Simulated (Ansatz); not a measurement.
# What isotropic strain −1.00 % does to Ba

The parent structure is Ba in the bcc (W type) structure (space group Im-3m, No. 229; a = 5.024 Å; relaxed with 0.1 eV smearing).

One thing is altered: an isotropic linear strain of −1.00 %; the atoms relax in the strained cell.

Computed with PBE in Ansatz (plane waves to 420 eV, PAW, no spin-orbit coupling). Settings: 19×19×19 k-points, 0.1 eV Fermi–Dirac smearing.

| quantity | base | changed | shift |
|---|---|---|---|
| volume per atom | 63.41 Å³ | 61.53 Å³ | -1.88 Å³ |
| space group | Im-3m (No. 229) | Im-3m (No. 229) | – |
| energy relative to the base (free energy F) | 0 meV/atom | +1.6 meV/atom | +1.6 meV/atom |
| pressure | 0.0 GPa | 0.3 GPa | +0.3 GPa |
| band gap | zero | zero | – |

No phonon test of stability was made.

Ansatz is a program for electronic structure.
